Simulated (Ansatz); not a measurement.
**MgS, response to strain**

The parent structure is MgS in the rock salt structure (space group Fm-3m, No. 225; a = 5.203 Å). Axes: x, y, z lie along the cube axes.

Strains are applied to the cell and any free atomic positions relax.

All numbers come from r2SCAN (Ansatz, a quantum-chemistry and plane-wave program), spin-orbit coupling left out.

Notes on the quantities. pressure: mean of the normal stresses, compression positive; energy relative to the base: free energy F.

```csv
variant,smallest direct gap,pressure,energy relative to the base,band gap
base,4.64 eV,0.00 GPa,0 meV/atom,3.46 eV
tensor shear ε_xy = +0.57 %,4.58 eV,0.00 GPa,+0.4 meV/atom,3.40 eV
tensor shear ε_xy = +1.14 %,4.52 eV,0.01 GPa,+1.7 meV/atom,3.33 eV
tensor shear ε_xy = +1.71 %,4.45 eV,0.03 GPa,+3.9 meV/atom,3.24 eV
tensor shear ε_xy = +2.00 %,4.42 eV,0.04 GPa,+5.3 meV/atom,3.19 eV
tensor shear ε_xy = +0.86 %,4.55 eV,0.01 GPa,+1.0 meV/atom,3.37 eV
tensor shear ε_xy = +0.29 %,4.61 eV,0.00 GPa,+0.1 meV/atom,3.43 eV
tensor shear ε_xy = +1.43 %,4.49 eV,0.02 GPa,+2.7 meV/atom,3.29 eV
```

Whether these cells are dynamically stable was not tested.
